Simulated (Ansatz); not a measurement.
Cell and atoms of amorphous Si30N40Co:

```xyz
71
Lattice="9.2089 0.0555 -0.0246 0.0555 9.3161 -0.1504 -0.0246 -0.1504 9.3252" Properties=species:S:1:pos:R:3 pbc="T T T"
Si     4.0760     8.3892     2.3528
Si     6.0006     3.7822     1.8885
Si     8.0487     7.4792     5.5737
Si     8.5162     4.1432     0.2488
Si     1.3842     3.8734     2.3691
Si     1.9587     1.1008     3.3631
Si     6.5212     6.3739     0.2993
Si     6.8029     2.5434     5.4241
Si     8.3849     2.1337     2.5741
Si     7.2274     5.0003     6.9395
Si     0.8609     0.1213     6.1318
Si     2.1065     5.8615     3.5386
Si     6.2482     5.2071     4.6572
Si     9.0467     2.8044     7.0153
Si     8.4128     8.9657     0.6311
Si     1.7043     5.8156     6.1806
Si     4.1916     2.6777     8.5498
Si     4.0023     0.4007     7.4136
Si     7.0890     0.4217     7.4736
Si     2.5408     2.6137     5.8607
Si     4.6790     2.5107     3.6258
Si     2.8371     8.1543     5.0051
Si     3.7330     5.3975     1.0623
Si     7.0866     8.5439     2.6517
Si     8.7431     4.3078     4.5410
Si     1.8502     4.3775     8.1556
Si     5.6478     9.1579     4.8901
Si     5.5823     0.8975     0.8669
Si     1.8230     7.9774     1.4305
Si     8.8127     6.1701     2.3996
N      7.7681     5.5195     3.6949
N      2.6531     0.0539     2.1931
N      1.5187     9.1959     4.3843
N      5.1330     2.2721     1.9188
N      1.0563     7.0200     2.6967
N      2.8638     6.4266     4.9616
N      4.2796     8.4592     4.1088
N      1.7001     6.0560     7.9163
N      3.0513     2.2251     4.1991
N      7.0745     8.3180     4.3103
N      0.7485     8.5121     0.2065
N      7.0524     0.2575     9.2028
N      3.7032     2.0691     6.9959
N      6.1109     4.0478     5.9578
N      5.4728     5.2699     1.1193
N      5.4426     4.1260     3.5276
N      8.5036     8.8849     6.6048
N      5.6021     8.8984     1.8525
N      7.4711     5.1286     8.6575
N      4.2993     0.9265     9.0506
N      0.4641     3.2561     8.5608
N      2.2279     4.1678     6.4458
N      7.5538     3.1691     1.3545
N      8.1307     0.4466     2.3103
N      3.2461     4.0460     9.1372
N      0.4129     6.8408     5.6913
N      6.7598     6.3948     6.0306
N      7.6932     7.2723     1.4799
N      7.4768     2.0211     6.9635
N      1.0575     4.5347     3.9439
N      8.0550     2.7444     4.1709
N      8.6920     4.3243     6.2613
N      5.6855     1.5167     4.6334
N      2.6895     8.7774     6.6499
N      5.6150     9.1672     6.6291
N      2.8780     4.7548     2.3919
N      1.0065     1.8110     6.2430
N      0.9165     2.2100     2.4259
N      3.3995     7.1242     1.2724
N      0.2789     4.8778     1.4040
Co     0.9760     7.7862     7.7150
```

Computed with PBE, scalar-relativistic without spin-orbit coupling (plane waves to 420 eV, PAW; Ansatz, a first-principles code). In the spin-polarised cell the level spacing at the Fermi energy can part levels of unlike spin.

The cell was made by melting and quenching with the CHGNet potential and then relaxed with DFT. N atoms were pushed apart under 1.9 Å during the dynamics, to hinder bonds among them. The hot cell started wider than the set density and was brought back towards it in steps. It is the lowest in DFT energy of 2 quenches. It is a model cell: composition and starting density were chosen by hand, and all elements were melted together. No dispersion term was used. Its density started from a set value of 3.04 and ended at 3.04 g/cm³. The quench (nominally 450 K/ps over its main leg) was far faster than any real one, so the model tends to hold more defects than a real film. Values belong to this one cell and scatter from quench to quench. The volume was held where the preparation left it and the shape relaxed, at a PBE pressure of 4.0 GPa. Stress components on the final sampling reach 4.2 GPa. On a 2×2×2 Γ-centred mesh force components of up to 0.29 eV/Å stay, since the relaxation ran on the zone centre alone.

Bonds are counted up to Si-Si 2.60 Å, Si-N 2.14 Å, Si-Co 2.61 Å, N-N 1.70 Å, N-Co 2.36 Å, Co-Co 2.77 Å. Two cations that share two anions don't count as bonded, nor two that share one unless they lie closer than Si-Si 2.38 Å, Si-Co 2.54 Å, Co-Co 2.70 Å.

Question: Give the coordination numbers, mean bond lengths and angles.

Answer: 
```json
{
 "Mean coordination of Si by anions": "3.93 (2 with 3, 28 with 4)",
 "Mean coordination of N": "3.08 (37 with 3, 3 with 4)",
 "Mean coordination of Co by anions": "5.00 (1 with 5)",
 "Mean Si-N bond": "1.757 Å (spread 0.053 Å, 118 counted)",
 "Mean N-Co bond": "2.123 Å (spread 0.180 Å, 5 counted)",
 "Bond angle at Si": "mean 109.3°, spread 12.7°",
 "Bond angle at N": "mean 114.5°, spread 16.4°",
 "Bond angle at Co": "mean 104.6°, spread 25.8°"
}
```

Question: Which atoms depart from the most common coordination of their element?

Answer: Si7 has 3 (N45 1.73 Å, N49 1.76 Å, N58 1.89 Å); Si17 has 3 (N43 1.74 Å, N55 1.76 Å, N50 1.82 Å); N47 has 4 (Si19 1.76 Å, Si3 1.80 Å, Si11 1.85 Å, Co71 2.26 Å); N58 has 4 (Si30 1.82 Å, Si24 1.83 Å, Si7 1.89 Å, Si15 2.03 Å); N64 has 4 (Si22 1.77 Å, Si18 1.77 Å, Si11 2.01 Å, Co71 2.25 Å).

Question: List the pairs of like atoms that count as bonded by the rules above.

Answer: There are none by these rules.
